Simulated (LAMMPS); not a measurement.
Molecular dynamics of a melt made from Cu (fcc), 2048 atoms, at 1220 K and 0 GPa, brought to that temperature within a few picoseconds.

Method: classical MD, pair style adp, file AlCu.adp (LAMMPS).

Question: Give number structure factor against q (1/Å) as the simulation yields it.

Answer: State found: liquid.
| q (1/Å) | number structure factor |
|---|---|
| 0.6800 | 0.026 |
| 0.8800 | 0.028 |
| 1.080 | 0.025 |
| 1.280 | 0.038 |
| 1.480 | 0.048 |
| 1.680 | 0.054 |
| 1.880 | 0.092 |
| 2.080 | 0.151 |
| 2.280 | 0.267 |
| 2.480 | 0.655 |
| 2.680 | 1.41 |
| 2.880 | 2.12 |
| 3.080 | 2.22 |
| 3.280 | 1.71 |
| 3.480 | 1.09 |
| 3.680 | 0.742 |
| 3.880 | 0.617 |
| 4.080 | 0.581 |
| 4.280 | 0.601 |
| 4.480 | 0.684 |
| 4.680 | 0.816 |
| 4.880 | 0.977 |
| 5.080 | 1.13 |
| 5.280 | 1.23 |
| 5.480 | 1.25 |
| 5.680 | 1.23 |
| 5.880 | 1.16 |
| 6.080 | 1.07 |
| 6.280 | 0.966 |
| 6.480 | 0.887 |
| 6.680 | 0.845 |
| 6.880 | 0.843 |
| 7.080 | 0.875 |
| 7.280 | 0.928 |
| 7.480 | 0.992 |
| 7.680 | 1.05 |
| 7.880 | 1.09 |
| 8.080 | 1.10 |
| 8.280 | 1.08 |
| 8.480 | 1.06 |
| 8.680 | 1.02 |
| 8.880 | 0.990 |
| 9.080 | 0.964 |
| 9.280 | 0.947 |
| 9.480 | 0.942 |
| 9.680 | 0.950 |
| 9.880 | 0.968 |
| 10.08 | 0.990 |
| 10.28 | 1.01 |
| 10.48 | 1.03 |
| 10.68 | 1.04 |
| 10.88 | 1.04 |
| 11.08 | 1.03 |
| 11.28 | 1.02 |
| 11.48 | 1.00 |
| 11.68 | 0.989 |
| 11.88 | 0.980 |

Caution: this liquid lies under the melting point of about 1330 K that EAM-type AlCu.adp gives, so it is undercooled.
